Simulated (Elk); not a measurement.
Elk run on NaI (P1, 2 atoms in the cell): self-consistent single point.

Method of the run: PBE, all-electron FP-LAPW, Elk's shipped species files, default APW+lo basis run with Elk.

```
CELL_PARAMETERS angstrom
      0.00000     3.21866     3.21866
      3.21866     0.00000     3.21866
      3.21866     3.21866     0.00000
ATOMIC_POSITIONS crystal
  Na 0.00380 0.99879 0.99524
  I  0.49620 0.50121 0.50476
```

Reference input (self-consistent single point, DFT, PBE, all-electron FP-LAPW, Elk's shipped species files, default APW+lo basis): xctype = 20; rgkmax = 7; stype = 3; swidth = 0.000734986 Ha; ngridk = 5 5 5. This run's input differs from it in these lines:

```diff
@@ -36,3 +36,3 @@
 ngridk
-  5 5 5
+  4 4 4
```

Log, with long lists cut:

```
│ Self-consistent loop started │
│ Loop number : 1 │
 total energy                :     -7286.94191863
│ Loop number : 2 │
 total energy                :     -7286.90250480
RMS change in Kohn-Sham potential (target) :   0.7119326940     (  0.1000000000E-05)
Absolute change in total energy (target)   :   0.3941383030E-01 (  0.1000000000E-03)
│ Loop number : 3 │
 total energy                :     -7284.53503429
RMS change in Kohn-Sham potential (target) :   0.3764471130     (  0.1000000000E-05)
Absolute change in total energy (target)   :    2.377323966     (  0.1000000000E-03)
│ Loop number : 4 │
   [... lines left out ...]
Absolute change in total energy (target)   :   0.4783470204E-03 (  0.1000000000E-03)
│ Loop number : 13 │
 total energy                :     -7281.72154641
RMS change in Kohn-Sham potential (target) :   0.6839764174E-07 (  0.1000000000E-05)
Absolute change in total energy (target)   :   0.1210980081E-03 (  0.1000000000E-03)
│ Loop number : 14 │
 total energy                :     -7281.72154604
RMS change in Kohn-Sham potential (target) :   0.1878538170E-07 (  0.1000000000E-05)
Absolute change in total energy (target)   :   0.3064752309E-04 (  0.1000000000E-03)
Convergence targets achieved

│ Loop number : 15 │

Energies :
 Fermi                       :     0.414112536529E-01
 total energy                :     -7281.72154543

Density of states at Fermi energy :   0.1360524275E-06
 (states/Hartree/unit cell)

Estimated indirect band gap :   0.1352830094
 from k-point      1 to k-point      1
Estimated direct band gap   :   0.1352830094
 at k-point      1

Charges :
 core                        :    38.00000000
 valence                     :    26.00000000
 interstitial                :    2.993353924
 muffin-tins (core leakage)
  species :    1 (Na)
   atom    1                 :    10.01727136     (  0.8881784197E-13)
  species :    2 (I)
   atom    1                 :    50.98937472     (  0.2014798698E-03)
 total in muffin-tins        :    61.00664608
 total calculated charge     :    63.99560995
 total charge                :    64.00000000
 error                       :   0.4390046694E-02

│ Self-consistent loop stopped │
```

The run converged in 15 iterations. The count includes the last loop, which Elk runs after its targets are met. Against the reference run the free energy rises by 2.9 meV/atom and the gap on the mesh moves little (3.683 to 3.681 eV).

The starting cell comes from a database of computed structures (which also holds hypothetical and non-ambient phases and stackings), without a prior relaxation at this level. Its atoms were displaced at random from the sites of space group no. 225. Spin-orbit coupling is off. Values depend on the basis (sphere radii, cutoffs, local orbitals), which need not be converged.
